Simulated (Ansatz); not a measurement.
Base system: Sn (space group I4_1/amd, No. 141; relaxed with 0.1 eV smearing).

```yaml
crystal:
  lattice:
    - [-2.94328, 2.94328, 1.59321]
    - [2.94328, -2.94328, 1.59321]
    - [2.94328, 2.94328, -1.59321]
  atoms:
    - { symbol: Sn, position: [0.75000, 0.25000, 0.50000] }
    - { symbol: Sn, position: [0.00000, 0.00000, 0.00000] }
```

Cartesian axes are those of the cell as printed.

All numbers come from Ansatz (a first-principles code) r2SCAN, no spin-orbit coupling.

Strains are applied to the cell and any free atomic positions relax; under biaxial strain the out-of-plane vector relaxes too; under stress the whole cell relaxes.

One change was made to it. Results:

The shortest interatomic distance falls by 4.9 pm (304.9 pm → 300.0 pm); the energy increases by 6.3 meV/atom.

Problem. What was done to the base?
(A) biaxial strain −4.86 %, plane normal [001], relaxed out of plane
(B) biaxial strain −1.82 %, plane normal [001], relaxed out of plane
(C) tensor shear ε_xz = −0.96 %
(D) uniaxial stress, 2 GPa compression along z

Solution. B, biaxial strain −1.82 %, plane normal [001], relaxed out of plane. For comparison, the energy relative to the base in the other runs: uniaxial stress, 2 GPa compression along z gives +3.6 meV/atom; tensor shear ε_xz = −0.96 % gives +0.8 meV/atom; biaxial strain −4.86 %, plane normal [001], relaxed out of plane gives +46 meV/atom.

A biaxial case was relaxed in a doubled cell and then solved in the primitive one. Stability under load was not tested beyond the relaxation.
